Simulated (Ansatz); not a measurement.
Input and output of a self-consistent single point for a (100) slab of LaAs (cut from a parent of space group no. 225; 8 atoms in the cell) (Ansatz, a program for electronic structure).

Method of the run: LDA (PW92), default PAW files made with PBE (plane waves; Ansatz).

```yaml
crystal:
  lattice:
    - [4.40468, 0.00000, 0.00000]
    - [-4.40468, 4.40468, 0.00000]
    - [0.00000, 0.00000, 23.34379]
  atoms:
    - { symbol: As, position: [0.00000, 0.00000, 0.29987] }
    - { symbol: As, position: [0.00000, 0.50000, 0.43329] }
    - { symbol: As, position: [0.00000, 0.00000, 0.56671] }
    - { symbol: As, position: [0.00000, 0.50000, 0.70013] }
    - { symbol: La, position: [0.00000, 0.00000, 0.43329] }
    - { symbol: La, position: [0.00000, 0.50000, 0.29987] }
    - { symbol: La, position: [0.00000, 0.00000, 0.70013] }
    - { symbol: La, position: [0.00000, 0.50000, 0.56671] }
```

Reference input (self-consistent single point, DFT, LDA (PW92), plane waves, default PAW files made with PBE): basis.ecutwfc = 420 eV; kpoints.mp_grid.grid = 5 5 1; hamiltonian.xc = lda; hamiltonian.pseudopotentials = {kind: paw} (the program's default PAW files); scf.occupations.method = gaussian; scf.occupations.width = 0.1 eV. This run's input differs from it in these lines:

Ansatz 0.2 input:
```diff
@@ -19,3 +19,3 @@
   mp_grid:
-    grid: [5, 5, 1]
+    grid: [17, 17, 1]
 hamiltonian:
```

Output (repeated stretches shortened):

```
SCF iter   1: F=—  HF=-43409.405254 eV  |F-HF|=—  |Δ(HF+E_count)|=         —  Δρ=3.17e-3  dr2=2.76e-2  ethr=1.77e-3  ⟨swp⟩=7.7  Hψ=11085  notcnv=0
all-band conjugate gradients solve this SCF's bands
preconditioner: auto → LDOS
SCF iter   2: F=—  HF=-43409.398942 eV  |F-HF|=—  |Δ(HF+E_count)|=   6.31e-3  Δρ=1.43e-3  dr2=2.12e-2  ethr=2.65e-5  ⟨swp⟩=4.8  Hψ=7306  notcnv=0  defer=249
   [... lines left out ...]
SCF iter   5: F=—  HF=-43409.392247 eV  |F-HF|=—  |Δ(HF+E_count)|=   2.33e-5  Δρ=1.22e-4  dr2=9.82e-4  ethr=8.69e-7  ⟨swp⟩=2.5  Hψ=3779  notcnv=0  defer=249
SCF iter   6: F=—  HF=-43409.392157 eV  |F-HF|=—  |Δ(HF+E_count)|=   9.00e-5  Δρ=4.95e-5  dr2=2.70e-5  ethr=8.69e-7  ⟨swp⟩=2.0  Hψ=3127  notcnv=0  defer=249
SCF iter   7: F=—  HF=-43409.392107 eV  |F-HF|=—  |Δ(HF+E_count)|=   4.99e-5  Δρ=1.67e-5  dr2=5.72e-7  ethr=2.59e-8  ⟨swp⟩=2.0  Hψ=4199  notcnv=0  defer=249
SCF iter   8: F=-43409.392108 eV  HF=-43409.392108 eV  |F-HF|=1.00e-8  |Δ(HF+E_count)|=   2.99e-7  Δρ=5.45e-6  dr2=7.31e-8  ethr=9.62e-11  ⟨swp⟩=20.9  Hψ=18846  notcnv=0
SCF 1 converged in 8 iterations: F = -43409.392108 eV  dr2 = 7.31e-8
Free energy (F): -43409.392108 eV
Internal energy: -43409.390990 eV  (E = F + TS)
E sigma→0 (E₀):  -43409.391549 eV
Entropy (-TS):   -0.001118 eV (-0.140 meV/atom)
Fermi energy:    3.269286 eV
--- Forces (eV/Å), atoms counted from 1 ---
  atom   1  As    -0.00000000     0.00000000     0.18761284
  atom   2  As    -0.00000000     0.00000000    -0.19223924
  atom   3  As    -0.00000000     0.00000000     0.19223924
  atom   4  As    -0.00000000     0.00000000    -0.18761284
  atom   5  La    -0.00000000     0.00000000    -0.07691397
  atom   6  La     0.00000000     0.00000000     0.74036739
  atom   7  La     0.00000000     0.00000000    -0.74036739
  atom   8  La    -0.00000000    -0.00000000     0.07691397
--- Stress (GPa, compression-positive) ---
       -3.778050       0.000000       0.000000
        0.000000      -3.778050       0.000000
        0.000000       0.000000      -2.771097
  P = ⅓ Tr σ = -3.4424 GPa (-34.424 kbar)
  The stress holds the Pulay correction. Without it, at fixed plane waves, as pw.x and ABINIT print it: P = -3.4500 GPa
```

The run converged in 8 iterations. Against the reference run the free energy goes down by 3.2 meV/atom and the largest force moves little (0.743 to 0.740 eV/Å).

The starting cell comes from a database of computed structures (which also holds hypothetical and non-ambient phases and stackings), without a prior relaxation at this level. The slab is cut from that crystal, and its faces are unrelaxed. Its lattice was rescaled by up to half a per cent. Spin polarisation is off, though cut faces can carry moments; the slab shows no gap.

Cost on one core of a shared machine: roughly 70 s.
